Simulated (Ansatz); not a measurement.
Start from CdS in the wurtzite structure (space group P6_3mc, No. 186; a = 4.164 Å, c = 6.767 Å). Axes: x lies along a and z along c of the hexagonal cell.

Now apply this change: the cell is compressed by 1.52 % along x with no lateral relaxation, atoms relaxed at fixed cell.

The values are results of DFT with r2SCAN, PAW potentials and a 500 eV plane-wave cutoff in Ansatz (a first-principles code), no spin-orbit coupling, not measurements.

Q: Give the band edges at the high-symmetry points of the new zone, measured from its valence-band maximum.

A: 
```json
[
 {"point": "Γ", "valence edge (eV)": "0.00", "conduction edge (eV)": "1.63"},
 {"point": "Y", "valence edge (eV)": "-0.74", "conduction edge (eV)": "4.21"},
 {"point": "C₀", "valence edge (eV)": "-1.69", "conduction edge (eV)": "4.85"},
 {"point": "Σ₀", "valence edge (eV)": "-1.69", "conduction edge (eV)": "4.85"},
 {"point": "Z", "valence edge (eV)": "-0.38", "conduction edge (eV)": "3.29"},
 {"point": "A₀", "valence edge (eV)": "-1.19", "conduction edge (eV)": "4.81"},
 {"point": "E₀", "valence edge (eV)": "-1.19", "conduction edge (eV)": "4.81"},
 {"point": "T", "valence edge (eV)": "-1.32", "conduction edge (eV)": "3.86"},
 {"point": "S", "valence edge (eV)": "-0.81", "conduction edge (eV)": "4.10"},
 {"point": "R", "valence edge (eV)": "-1.39", "conduction edge (eV)": "3.82"}
]
```

The gap is 1.63 eV, direct at Γ.

The cells carry an imposed strain or load. Stability against distortions was not tested. Labels are those of the standard path for the cell's own space group.
